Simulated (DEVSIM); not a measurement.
Device: Schottky contact on n-type InP, at 300 K.

Layer 1 from the left is InP, thickness (μm) 2.40, Nd (cm⁻³) 3.5e16, τn (s) 7.5e-8, τp (s) 7.5e-7.

Left contact: Schottky, work function 5.28 eV, emission velocity 3.9e6 cm/s. Right contact: ohmic. Voltage is applied to the left contact. Recombination: SRH at mid-gap. Mobility is μmin + (μ − μmin)/(1 + (N/Nref)^α).

Constants are typed, rounded textbook-type inputs, not results; the design itself was drawn at random and stands for no fabricated device. Values at 300 K.

InP: gap (eV) 1.344, affinity (eV) 4.38, permittivity 12.5, Nc (cm⁻³) 5.7e17, Nv (cm⁻³) 1.1e19, μn (cm²/Vs) 5200, μp (cm²/Vs) 170, μn,min 400, μp,min 10, Nref,n 3e17, Nref,p 4.9e17, αn 0.47, αp 0.62.

Task: Estimate by hand the built-in potential, the peak field at zero bias, the capacitance at -1.5 V, and compare with a numerical solution.

Result: 
- Built-in potential: barrier φB = 0.900 eV; Vbi = φB − kT/q ln(N_band/N) = 0.828 V; numerical 0.828 V.
- Peak field at zero bias: depletion approximation: W = √(2εVbi/(qN)) = 0.181 μm with N = 3.50e16 cm⁻³; field = 2Vbi/W = 91600 V/cm; numerical 89900 V/cm (estimate above by 1.9 %).
- Capacitance at -1.5 V: C = √(qεN / 2(Vbi + |V|)) = 36.5 nF/cm²; numerical 36.7 nF/cm² (estimate below by 0.55 %).

Model (solved in DEVSIM): 1D drift-diffusion, Boltzmann statistics, complete ionisation; no tunnelling, impact ionisation, image-force lowering or self-heating. Metal contacts follow the ideal Schottky-Mott rule: no Fermi-level pinning, no interface dipoles.
